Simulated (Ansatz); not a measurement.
# A computed series for BAs: response to strain

The reference is BAs in the zinc blende structure (space group F-43m, No. 216; a = 4.732 Å). Axes: x, y, z lie along the cube axes.

Strains are applied to the cell and any free atomic positions relax; under biaxial strain the out-of-plane vector relaxes too.

All numbers come from Ansatz (an electronic-structure program) LDA, no spin-orbit coupling.

Candidates:
(a) biaxial strain −3.00 %, plane normal [001], relaxed out of plane
(b) biaxial strain −0.50 %, plane normal [001], relaxed out of plane
(c) biaxial strain −1.50 %, plane normal [001], relaxed out of plane
(d) biaxial strain +3.00 %, plane normal [001], relaxed out of plane
(e) biaxial strain −2.00 %, plane normal [001], relaxed out of plane

Base values:

Band gap: 1.11 eV

### Question
Order them by band gap, lowest first.

### Answer
(d) biaxial strain +3.00 %, plane normal [001], relaxed out of plane (0.48 eV), (a) biaxial strain −3.00 %, plane normal [001], relaxed out of plane (0.70 eV), (e) biaxial strain −2.00 %, plane normal [001], relaxed out of plane (0.84 eV), (c) biaxial strain −1.50 %, plane normal [001], relaxed out of plane (0.91 eV), (b) biaxial strain −0.50 %, plane normal [001], relaxed out of plane (1.04 eV)

Stability against distortions was not tested.
